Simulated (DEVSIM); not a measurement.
System: Schottky contact on p-type In0.53Ga0.47As, at 250 K.

| layer (left to right) | material | thickness (μm) | Na (cm⁻³) | τn (s) | τp (s) |
|---|---|---|---|---|---|
| 1 | In0.53Ga0.47As | 7.80 | 3.1e15 | 4.3e-9 | 4.3e-9 |
| 2 | In0.53Ga0.47As | 49.0 | 1e18 | 4.3e-9 | 4.3e-9 |

Left contact: Schottky, work function 4.61 eV, emission velocity 5.6e6 cm/s. Right contact: ohmic. Voltage is applied to the left contact. Recombination: SRH at mid-gap, radiative, Auger. Mobility is constant in doping.

The device is made up for the run: typed textbook-type constants, with dimensions and the other settings drawn at random. Values at 300 K; Nc and Nv go as T^1.5, mobilities as T to minus their exponent, the gap by Varshni's rule with the affinity fixed.

| parameter | In0.53Ga0.47As |
|---|---|
| gap (eV) | 0.74 |
| affinity (eV) | 4.51 |
| permittivity | 13.9 |
| Nc (cm⁻³) | 2.1e17 |
| Nv (cm⁻³) | 7.7e18 |
| μn (cm²/Vs) | 12000 |
| μp (cm²/Vs) | 300 |
| T exponent of μn | 1.6 |
| T exponent of μp | 1.6 |
| B (cm³/s) | 9.6e-11 |
| Cn (cm⁶/s) | 5e-29 |
| Cp (cm⁶/s) | 5e-29 |
| Varshni α (eV/K) | 0.00035 |
| Varshni β (K) | 190 |

DEVSIM, 1D drift-diffusion, Boltzmann statistics, complete ionisation; no tunnelling, impact ionisation, image-force lowering or self-heating. Metal contacts follow the ideal Schottky-Mott rule: no Fermi-level pinning, no interface dipoles.

Question: Tabulate band edges, carrier densities and field at -1.15 V on the left contact.

Answer: Energies count from the Fermi level of the right contact; mesh points crowd at the junctions.

```csv
x (μm),Ec (eV),Ev (eV),n (cm⁻³),p (cm⁻³),field (V/cm)
0.000,1.250,0.495,3.9e14,4.2e14,930
0.04520,1.251,0.496,2.9e14,1.7e15,-440
0.1671,1.236,0.481,2.3e14,3.1e15,-1600
0.5248,1.173,0.419,2.3e14,3.3e15,-1800
2.247,0.879,0.125,8.4e14,4.1e15,-1300
5.312,0.779,0.024,3.6e16,3.9e16,-100
6.949,0.765,0.010,6.7e16,7.0e16,-76
7.604,0.760,0.005,8.3e16,8.6e16,-71
7.747,0.759,0.005,8.6e16,9.0e16,82
7.797,0.785,0.030,2.6e16,3.0e17,29000
7.837,0.810,0.056,7.9e15,1.0e18,≈ 0
8.022,0.810,0.056,7.7e15,1.0e18,-12
8.485,0.810,0.055,7.4e15,1.0e18,-13
9.741,0.808,0.053,6.7e15,1.0e18,-14
15.97,0.799,0.044,4.1e15,1.0e18,-17
30.48,0.772,0.017,1.4e15,1.0e18,-20
47.61,0.736,-0.018,3.9e14,1.0e18,-21
53.63,0.723,-0.031,1.5e14,1.0e18,-21
56.03,0.718,-0.036,4.2e13,1.0e18,-21
56.55,0.717,-0.038,1.4e13,1.0e18,-21
56.73,0.717,-0.038,4.0e12,1.0e18,-21
56.80,0.716,-0.038,580,1.0e18,-21
```
